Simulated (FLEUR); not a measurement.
Worked example: self-consistent single point of AlAu (P4mm, 2 atoms in the cell) in FLEUR.

Method of the run: LDA (Vosko-Wilk-Nusair), all-electron FLAPW (FLEUR), scalar-relativistic valence run with FLEUR.

The change in words: lattice scaled by 0.98; Kmax: 4.2 1/bohr → 5.14 1/bohr; Gmax: 16.8 1/bohr → 20.6 1/bohr; GmaxXC: 16.8 1/bohr → 20.6 1/bohr. Reference geometry:
```yaml
crystal:
  lattice:
    - [3.21427, 0.00000, 0.00000]
    - [0.00000, 3.21427, 0.00000]
    - [0.00000, 0.00000, 3.21427]
  atoms:
    - { symbol: Al, position: [0.00000, 0.00000, 0.01556] }
    - { symbol: Au, position: [0.50000, 0.50000, 0.50000] }
```

Reference input (self-consistent single point, DFT, LDA (Vosko-Wilk-Nusair), all-electron FLAPW (FLEUR), scalar-relativistic valence): Kmax = 4.2 1/bohr; GmaxXC = 16.8 1/bohr; xcFunctional = vwn; jspins = 1; l_soc = F; mode = hist; fermiSmearingEnergy = 0.00367493 Htr; mesh (inpgen div1-3) = 4 4 4; inpgen gamma flag = true; Gmax = 16.8 1/bohr; numbands = 0; maxIterBroyd = 40. This run's input differs from it in these lines:

```diff
@@ -3,5 +3,5 @@
 &input film=f /
-3.2142680000 0.0000000000 0.0000000000
-0.0000000000 3.2142680000 0.0000000000
-0.0000000000 0.0000000000 3.2142680000
+3.1499830000 0.0000000000 0.0000000000
+0.0000000000 3.1499830000 0.0000000000
+0.0000000000 0.0000000000 3.1499830000
 1.8897261246
@@ -24,3 +24,3 @@
    <calculationSetup>
-      <cutoffs Kmax="4.2" Gmax="16.8" GmaxXC="16.8" numbands="0"/>
+      <cutoffs Kmax="5.14" Gmax="20.6" GmaxXC="20.6" numbands="0"/>
       <scfLoop itmax="80" minDistance="0.00001" maxIterBroyd="40" imix="Anderson" alpha="0.05" precondParam="0.0" spinf="2.0"/>
@@ -44,5 +44,5 @@
          <bravaisMatrix>
-            <row-1>    6.0740862110657927     0.0000000000000000     0.0000000000000000</row-1>
-            <row-2>    0.0000000000000000     6.0740862110657927     0.0000000000000000</row-2>
-            <row-3>    0.0000000000000000     0.0000000000000000     6.0740862110657927</row-3>
+            <row-1>    5.9526051671458822     0.0000000000000000     0.0000000000000000</row-1>
+            <row-2>    0.0000000000000000     5.9526051671458822     0.0000000000000000</row-2>
+            <row-3>    0.0000000000000000     0.0000000000000000     5.9526051671458822</row-3>
          </bravaisMatrix>
```

Output, abridged:

```
 Iteration:     1   Distance:      19.14369411 me/bohr^3
 Iteration:     2   Distance:      16.47363280 me/bohr^3
 Iteration:     3   Distance:       6.53207682 me/bohr^3
 Iteration:     4   Distance:       4.71298703 me/bohr^3
 Iteration:     5   Distance:       2.64884447 me/bohr^3
   [... 10 lines left out ...]
 Iteration:    16   Distance:      16.93881807 me/bohr^3
 Iteration:    17   Distance:      25.49242258 me/bohr^3
 Iteration:    18   Distance:      25.73998190 me/bohr^3
 Iteration:    19   Distance:      87.19424859 me/bohr^3
**************FLEUR-Error*****************
Error message: differ 2: problems with solving dirac equation
Error occurred in subroutine: differ
Hint: The n=6 l=1 state of an atom with Z=79 seems to be above the reasonable energy range.
Error from PE:0/1
 Last known location:
```

The program stopped with an error at about iteration 19. 

The starting cell comes from a database of computed structures (which also holds hypothetical and non-ambient phases and stackings), without a prior relaxation at this level. Its lattice was rescaled by up to half a per cent. One atom was moved a little off its site on purpose. For this run, on top of that: lattice scaled by 0.98. Values depend on the basis (sphere radii, cutoffs, local orbitals), which need not be converged.

Cost on one core of a shared machine: roughly 60 s.
